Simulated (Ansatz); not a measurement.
Results of PBEsol (plane waves, PAW; Ansatz, a quantum-chemistry and plane-wave program) for β-phase InSe (model structure).

Rigid layers of the crystal as relaxed at this level are moved apart or together:

```tsv
run	layer repeat (Å)	energy against free layers (meV/Å²)	gap on the mesh (eV)
1	8.02	0.10	0.202
2	8.17	-1.91	0.242
3	8.32	-2.87	0.318
4	8.52	-3.17	0.448
5	8.82	-2.68	0.663
6	9.32	-1.45	0.987
7	10.32	-0.34	1.365
8	12.32	-0.02	1.569
```

The lowest energy of these points lies at a layer repeat of 8.52 Å.

Spin–orbit coupling is not included.

A model structure was made by putting elements into a prototype or built by hand; it is no filed structure, need not be a known phase, and can be a saddle point held by its symmetry.
